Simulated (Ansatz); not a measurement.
Sn: 3 layers

The reference is Sn in the diamond structure (space group Fd-3m, No. 227; a = 6.541 Å). Axes: x, y, z lie along the cube axes.

It is then changed as follows: a free-standing slab of 3 layers (6 atoms, 2 a layer) is cut normal to [110], with 15 Å of vacuum and the in-plane cell held at bulk.

Method: Kohn–Sham DFT with the PBEsol functional, run in Ansatz (an electronic-structure program) with PAW and 420 eV plane waves, spin-orbit coupling left out, earlier PAW set. k-mesh 10×7×1 (Γ-centred); smearing 0.05 eV (Fermi–Dirac), for the changed cell.

- Layer's space group (with vacuum) = Pmma (No. 51)
- Shortest interatomic distance = 2.800 Å (base 2.832 Å)
- Band gap = zero (base zero)
- Excess energy per area of both faces (slab less bulk energy over the cell's area: twice a surface energy) = 1.57 J/m² (uncertain by up to 0.03 J/m²)
- Thickness between the outermost nuclei = 4.54 Å

Final structure:

```yaml
crystal:
  lattice:
    - [4.62512, 0.00000, 0.00000]
    - [0.00000, 6.54091, 0.00000]
    - [0.00000, 0.00000, 19.62512]
  atoms:
    - { symbol: Sn, position: [0.75000, 0.00438, 0.38436] }
    - { symbol: Sn, position: [0.25000, 0.24562, 0.38436] }
    - { symbol: Sn, position: [0.25000, 0.50115, 0.50000] }
    - { symbol: Sn, position: [0.75000, 0.74885, 0.50000] }
    - { symbol: Sn, position: [0.75000, 0.00438, 0.61564] }
    - { symbol: Sn, position: [0.25000, 0.24562, 0.61564] }
```

The excess energy carries the mismatch between the slab's and the bulk's meshes. Whether these cells are dynamically stable was not tested.
